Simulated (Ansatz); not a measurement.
**TiAu, pressure series**

The parent structure is TiAu in the CsCl type structure (space group Pm-3m, No. 221; a = 3.2180 Å).

Cell and atoms are relaxed at each pressure.

The values are results of PBEsol (Ansatz, a first-principles code; PAW; 420 eV plane waves; without spin-orbit coupling), not measurements.

```tsv
pressure (GPa)	volume per atom (Å³/atom)
-2	16.881
0	16.663
0.3	?
0.7	16.591
1.5	16.511
3	16.365
5	16.182
7.5	15.969
10	15.770
```

**Question.** Fit the third-order Birch–Murnaghan form P(V) = (3B₀/2)[(V₀/V)^(7/3) − (V₀/V)^(5/3)]·[1 + (3/4)(B₀′ − 4)((V₀/V)^(2/3) − 1)] (squares taken in P) to the rows shown and predict the withheld row.

**Answer.** Least squares on the printed values gives V₀ = 16.663 Å³/atom, B₀ = 159 GPa, B₀′ = 4.8; this predicts 16.632 Å³/atom, and the run gives 16.632 Å³/atom, in agreement.

Load acts through the strain it causes; cell and atoms are relaxed under it. Stability against distortions was not tested. No other phases were tried under pressure. The final runs are not spin-polarised. An odd electron count without spin: TiAu.
